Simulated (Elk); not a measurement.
Elk run on Zr2Sb3Pd (P-4m2, 6 atoms in the cell): self-consistent single point.

Computed with PBEsol, all-electron FP-LAPW, Elk's shipped species files, APW+lo basis with extra local orbitals (Elk).

The change in words: lattice scaled by 0.98. Reference geometry:
```
Zr2Sb3Pd
1.0
    3.96126     0.00000     0.00000
    0.00000     3.96126     0.00000
    0.00000     0.00000     8.73892
Zr Sb Pd
2 3 1
Direct
  0.50000   0.00000   0.73919
  0.00000   0.50000   0.26081
  0.50000   0.00000   0.38377
  0.00000   0.50000   0.61623
  0.00000   0.00000   0.00000
  0.50000   0.50000   0.00000
```

Reference input (self-consistent single point, DFT, PBEsol, all-electron FP-LAPW, Elk's shipped species files, APW+lo basis with extra local orbitals): xctype = 22; rgkmax = 8; stype = 0; swidth = 0.00499791 Ha; ngridk = 7 7 3; tforce = true; gmaxvr = 18 1/bohr; lmaxapw = 10; lmaxo = 8; nxlo = 2; lorbcnd = true; lradstp = 2. This run's input differs from it in these lines:

```diff
@@ -46,5 +46,5 @@
 avec
-    7.4856965084    0.0000000000    0.0000000000
-    0.0000000000    7.4856965084    0.0000000000
-    0.0000000000    0.0000000000   16.5141654250
+    7.3359829562    0.0000000000    0.0000000000
+    0.0000000000    7.3359829562    0.0000000000
+    0.0000000000    0.0000000000   16.1838828724
```

Output, abridged:

```
│ Self-consistent loop started │
│ Loop number : 1 │
 total energy                :     -31658.3815113
│ Loop number : 2 │
 total energy                :     -31665.4386560
RMS change in Kohn-Sham potential (target) :   0.4603409355     (  0.1000000000E-05)
Absolute change in total energy (target)   :    7.057144687     (  0.1000000000E-03)
│ Loop number : 3 │
 total energy                :     -31678.5055932
RMS change in Kohn-Sham potential (target) :   0.3228834373     (  0.1000000000E-05)
Absolute change in total energy (target)   :    14.83122335     (  0.1000000000E-03)
│ Loop number : 4 │
   [... lines left out ...]
Absolute change in total energy (target)   :   0.1295608621E-02 (  0.1000000000E-03)
│ Loop number : 16 │
 total energy                :     -31681.7138718
RMS change in Kohn-Sham potential (target) :   0.1488309109E-05 (  0.1000000000E-05)
Absolute change in total energy (target)   :   0.4692269395E-03 (  0.1000000000E-03)
│ Loop number : 17 │
 total energy                :     -31681.7139034
RMS change in Kohn-Sham potential (target) :   0.2592248503E-06 (  0.1000000000E-05)
Absolute change in total energy (target)   :   0.8572007573E-04 (  0.1000000000E-03)
Convergence targets achieved

│ Loop number : 18 │

Energies :
 Fermi                       :     0.344580051319
 total energy                :     -31681.7138876

Density of states at Fermi energy :    62.59856966
 (states/Hartree/unit cell)

Estimated indirect band gap :   0.1204070979E-02
 from k-point     19 to k-point      3
Estimated direct band gap   :   0.8767809237E-02
 at k-point     16

Charges :
 core                        :    192.0000000
 valence                     :    87.00000000
 interstitial                :    10.61099483
 muffin-tins (core leakage)
  species :    1 (Zr)
   atom    1                 :    37.95961262     (  0.2889054411E-05)
   atom    2                 :    37.95961262     (  0.2889054411E-05)
  species :    2 (Sb)
   atom    1                 :    49.07653587     (  0.9480023081E-03)
   [... lines left out ...]
   total force               :     0.00000000   -0.00000000    0.00000000
   total magnitude           :     0.00000000
 species :    3 (Pd)
  atom :    1
   Hellmann-Feynman          :     0.00000000   -0.00000000    0.00000000
   IBS                       :     0.00000000    0.00000000    0.00000000
   total force               :     0.00000000   -0.00000000    0.00000000
   total magnitude           :     0.00000000
```

The run converged in 18 iterations. The count includes the last loop, which Elk runs after its targets are met. 

The starting cell comes from a database of computed structures (which also holds hypothetical and non-ambient phases and stackings), without a prior relaxation at this level. For this run, on top of that: lattice scaled by 0.98. Spin-orbit coupling is off. Spin polarisation is off. Values depend on the basis (sphere radii, cutoffs, local orbitals), which need not be converged. The log's line on a gap gives a spacing of levels on this mesh, which the program prints for metals too.

Cost on one core of a shared machine: roughly 8 min.
